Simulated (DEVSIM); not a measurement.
**illuminated Si n-on-p cell, one wavelength**

Structure: illuminated Si n-on-p cell, one wavelength, at 300 K.

| layer (left to right) | material | thickness (μm) | Nd (cm⁻³) | Na (cm⁻³) | τn (s) | τp (s) | absorption coefficient (cm⁻¹) |
|---|---|---|---|---|---|---|---|
| 1 | Si | 0.170 | 8.5e17 | - | 1.2e-6 | 2.4e-5 | 3500 |
| 2 | Si | 88.0 | - | 4.8e16 | 7.2e-5 | 7.2e-5 | 3500 |

Left contact: ohmic, minority hole recombination velocity 300 cm/s. Right contact: ohmic, minority electron recombination velocity 8e5 cm/s. Voltage is applied to the left contact. Recombination: SRH at mid-gap, radiative, Auger. Gap narrowing is on: ΔEg = 6.92 meV × (l + √(l² + 0.5)), l = ln(N/1.3e17 cm⁻³), shared equally by both band edges. Light enters at the left, 2.3e16 photons cm⁻² s⁻¹, one pass, no reflection. Mobility is μmin + (μ − μmin)/(1 + (N/Nref)^α).

Constants are typed, rounded textbook-type inputs, not results; the design itself was drawn at random and stands for no fabricated device. Values at 300 K.

```
parameter           Si
-------------  -------
gap (eV)         1.124
affinity (eV)     4.05
permittivity      11.7
Nc (cm⁻³)      2.86e19
Nv (cm⁻³)       3.1e19
μn (cm²/Vs)       1417
μp (cm²/Vs)        470
μn,min              52
μp,min              45
Nref,n          9.7e16
Nref,p          2.2e17
αn                0.68
αp                0.72
B (cm³/s)      4.7e-15
Cn (cm⁶/s)     2.8e-31
Cp (cm⁶/s)     9.9e-32
```

Model (solved in DEVSIM): 1D drift-diffusion, Boltzmann statistics, complete ionisation; no tunnelling, impact ionisation, image-force lowering or self-heating.

The potential step across the device at zero bias comes out as 0.852 V and the largest field in the device at zero bias comes out as 110000 V/cm. The dark forward voltage at 1 A/cm² comes out as 0.712 V, the dark forward voltage at 100 A/cm² is 0.860 V and the short-circuit current is 3.58 mA/cm². The open-circuit voltage comes out as 0.566 V. The fill factor is 0.82 and the largest power is 1.66 mW/cm². The share of generated pairs collected at short circuit comes out as 0.970.

Dark reverse current:

| V (V) | J (A/cm²) |
|---|---|
| 0.04 | 1.1e-11 |
| 0.10 | 2.2e-11 |
| 0.20 | 3.6e-11 |
| 0.30 | 4.9e-11 |
| 0.40 | 6.1e-11 |
| 0.60 | 8.3e-11 |
| 0.80 | 1.0e-10 |
| 1.00 | 1.2e-10 |
| 1.30 | 1.4e-10 |
| 1.60 | 1.7e-10 |
| 2.00 | 1.9e-10 |

Dark forward current:

(V (V), J (A/cm²)): (-0.05, -3.2e-11); (-0.10, -1.4e-10); (-0.15, -6.4e-10); (-0.20, -3.3e-9); (-0.25, -2.0e-8); (-0.35, -8.6e-7); (-0.40, -5.9e-6); (-0.45, -4.1e-5); (-0.50, -0.00028); (-0.55, -0.0019); (-0.60, -0.013); (-0.65, -0.093); (-0.70, -0.63); (-0.75, -4.0); (-0.80, -21); (-0.90, -230); (-0.95, -510); (-1.00, -920); (-1.05, -1400); (-1.10, -2100)
